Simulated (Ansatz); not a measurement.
An Ansatz (a first-principles code) run: a single point on CsGeCl3, its geometry relaxed with PBEsol; Ansatz, r2SCAN, PAW, cutoff 500 eV, scalar-relativistic without spin-orbit coupling.

Input:

Ansatz 0.2 input:
```yaml
crystal:
  lattice:
    - [3.7440619416, 2.1616351698, 3.0749984238]
    - [-3.7440619416, 2.1616351698, 3.0749984238]
    - [0, -4.3232703397, 3.0749984238]
  atoms:
    - { symbol: Cs, position: [0.004616547, 0.004616547, 0.004616547] }
    - { symbol: Ge, position: [0.491294277, 0.491294277, 0.491294277] }
    - { symbol: Cl, position: [0.5059774196, 0.0361543368, 0.5059774196] }
    - { symbol: Cl, position: [0.0361543368, 0.5059774196, 0.5059774196] }
    - { symbol: Cl, position: [0.5059774196, 0.5059774196, 0.0361543368] }
basis: { ecutwfc: 500, ecutrho_ratio: 4, xc_grid: 4, fft_grid_basis: typed }
kpoints: { mp_grid: { grid: [6, 6, 6] } }
hamiltonian:
  xc: r2scan
  dispersion: none
  pseudopotentials: { kind: paw }
scf: { occupations: { method: fermi_dirac, width: 0.05 }, convergence: { dr2_threshold: 0.0000000005 } }
output: { forces: true, stress: true }
checkpoint: { write: state.ck, write_every: 1000 }
```

Output (explanatory and most iteration lines left out):

```
Pseudopotential: Cs, paw, valence charge 9
Pseudopotential: Ge, paw, valence charge 14
Pseudopotential: Cl, paw, valence charge 7
Crystal: 5 atoms, lattice volume = 149.321 Å³
Basis set: ecut = 500 eV, 3803 PW (Γ), exchange–correlation on 160×160×160 points (64 copies of the dense FFT grid, shifted against one another)
Bands: 27, of which v1, the nominal top of the filled ones, is band 22 counted from 1 (21 counted from 0)
Symmetry: 6 space group operations
Space group: R3m (ITA 160), of the structure as read, at distance tolerance 5.3e-5 Å
k-points: 32 of 216 (time reversal used)
Functional: x = r2scan, c = r2scan; τ floored in thin density (d = 2e-4 eV/Å³)
SCF iter   1: F=—  HF=-13246.986136 eV  |F-HF|=—  |Δ(HF+E_count)|=         —  Δρ=4.79e-3  dr2=2.62e-2  dr2_τ=8.69e-3  ethr=1.77e-3  ⟨swp⟩=6.9  Hψ=4202  notcnv=0
SCF iter   2: F=—  HF=-13247.012244 eV  |F-HF|=—  |Δ(HF+E_count)|=   2.61e-2  Δρ=2.25e-3  dr2=6.19e-3  dr2_τ=1.85e-4  ethr=5.96e-5  ⟨swp⟩=2.0  Hψ=1961  notcnv=0  defer=23
SCF 1 converged in 9 iterations: F = -13247.011667 eV  dr2 = 2.17e-11
SCF converged after 9 iterations
Free energy (F): -13247.011667 eV
Internal energy: -13247.011667 eV  (E = F + TS)
E sigma→0 (E₀):  -13247.011667 eV
Fermi energy:    5.521567 eV
--- Forces (eV/Å), atoms counted from 1 ---
  atom   1  Cs     0.00000000     0.00000000    -0.00631371
  atom   2  Ge     0.00000000     0.00000000    -0.18349842
  atom   3  Cl    -0.08504692     0.04910186     0.06326947
  atom   4  Cl     0.08504692     0.04910186     0.06326947
  atom   5  Cl     0.00000000    -0.09820373     0.06326947
--- Stress (GPa, compression-positive) ---
        0.862879      -0.000000       0.000000
        0.000000       0.862879      -0.000000
        0.000000      -0.000000       0.895585
  P = ⅓ Tr σ = 0.8738 GPa (8.738 kbar)
```

Single points use the geometry relaxed with PBEsol. Whether these cells are dynamically stable was not tested. The cell is CsGeCl$_{3}$ (space group R3m, No. 160; a cell from a computed database, its experimental status unchecked).
